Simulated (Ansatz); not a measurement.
Take W2C (space group P-3m1, No. 164; a = 3.008 Å, c = 4.625 Å; relaxed with 0.1 eV smearing) as the base. Axes: x lies along a and z along c of the hexagonal cell.

Method: PBEsol-D3(BJ) (Ansatz, a quantum-chemistry and plane-wave program, PAW, spin-orbit coupling left out).

Modification: uniaxial strain ε_zz = +2.82 %, all other strain components held at zero, atoms relaxed at fixed cell.

### Question
Predict the stress tensor and what it implies for the stiffness.

### Answer
Stress of the strained cell less that of the base (GPa, compression positive):
```
   -7.5     0.0     0.0
    0.0    -7.5     0.0
    0.0     0.0   -14.9
```

Then −Δσ_ii/ε with ε = 0.0282 gives secant stiffness values (nonlinear terms included at this strain): C33 ≈ 528 GPa, C13 ≈ 265 GPa and C23 ≈ 265 GPa.

As a check, the harmonic strain energy −½ V₀ Δσ:ε is 16 meV/atom; the computed energy rise is 16 meV/atom.

Whether these cells are dynamically stable was not tested. The final runs are not spin-polarised.
